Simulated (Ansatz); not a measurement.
Consider GaP in the zinc blende structure (space group F-43m, No. 216; a = 5.5060 Å).

One thing is altered: every lattice vector is stretched by 1.35 %; the atoms relax in the strained cell.

Levels (all Ansatz, a quantum-chemistry and plane-wave program, PAW): PBE (420 eV, without spin-orbit coupling); r2SCAN (500 eV, scalar-relativistic without spin-orbit coupling); HSE06 (420 eV, no SOC); PBE+SOC (420 eV, with spin-orbit coupling).

One geometry, relaxed with PBE, under each level:

Notes on the quantities. hole mass: degenerate bands, along [100].

The valence-band top lists the three highest levels at Γ (Kramers pairs under SOC), from the VBM.

```csv
level,band gap,lowest conduction level above the VBM at special points,valence-band top at Γ,electron mass,hole mass,pressure
PBE,1.25 eV,Γ 1.25 eV; L 1.46 eV; X 1.80 eV; U 2.24 eV,"0.00, 0.00, 0.00 eV",0.083 mₑ (at Γ),"0.081, 0.42, 0.42 mₑ (at Γ)",-28.1 kbar
r2SCAN,…,…,–,…,…,…
HSE06,2.17 eV,Γ 2.17 eV; L 2.26 eV; X 2.42 eV,–,–,–,–
PBE+SOC,1.23 eV,Γ 1.23 eV; L 1.44 eV; X 1.77 eV; U 2.21 eV,"0.00, 0.00, -0.08 eV",0.083 mₑ (at Γ),"0.11, 0.41 mₑ (at Γ)",-28.2 kbar
```

Question: Give the withheld r2SCAN results.

Answer: 
- r2SCAN, band gap: 1.75 eV
- r2SCAN, lowest conduction level above the VBM at special points: Γ 1.75 eV; L 1.81 eV; X 2.04 eV; U 2.52 eV
- r2SCAN, electron mass: 0.10 mₑ (at Γ)
- r2SCAN, hole mass: 0.10, 0.40, 0.40 mₑ (at Γ)
- r2SCAN, pressure: -52.7 kbar

Single points use the geometry relaxed with PBE. Their cutoffs differ, which shifts pressures a little. The spin-orbit shifts are approximate. Effective masses come from finite differences of ±0.01 Å⁻¹. Stability against distortions was not tested.
